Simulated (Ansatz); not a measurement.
The reference is a 12-atom supercell of Rh in the fcc (Cu type) structure (space group Fm-3m, No. 225) at its relaxed geometry.

```
Rh
1.0
    0.00000     3.80000     3.80000
    3.80000    -3.80000     3.80000
    3.80000     3.80000     0.00000
Rh
12
Direct
  0.00000   0.00000   0.00000
  0.00000   0.00000   0.50000
  0.16667   0.33333   0.16667
  0.16667   0.33333   0.66667
  0.33333   0.66667   0.33333
  0.33333   0.66667   0.83333
  0.50000   0.00000   0.00000
  0.50000   0.00000   0.50000
  0.66667   0.33333   0.16667
  0.66667   0.33333   0.66667
  0.83333   0.66667   0.33333
  0.83333   0.66667   0.83333
```

All numbers come from DFT with r2SCAN, PAW potentials and a 500 eV plane-wave cutoff in Ansatz (a quantum-chemistry and plane-wave program), no spin-orbit coupling.

Before the change:

```
Item        Value
--------  -------
Pressure  0.0 GPa
```

Modification: one Li atom is added in an open site, starting 1.90 Å from the nearest host atom, atoms relaxed at fixed cell, starting from a slightly rattled geometry.

Problem. What does the calculation give for the final site of the added atom, largest displacement of a host atom from its site in the perfect cell and pressure after the change?

Solution. The final site of the added atom is 6 Rh at 2.05 Å (octahedral); the largest displacement of a host atom from its site in the perfect cell is 0.15 Å; the pressure goes from zero to 18.4 GPa.

In so small a cell the defect repeats every few ångströms: this is an ordered compound, not a dilute defect. The final runs are not spin-polarised. An odd electron count without spin: LiRh12. The defect cell is not spin-polarised.
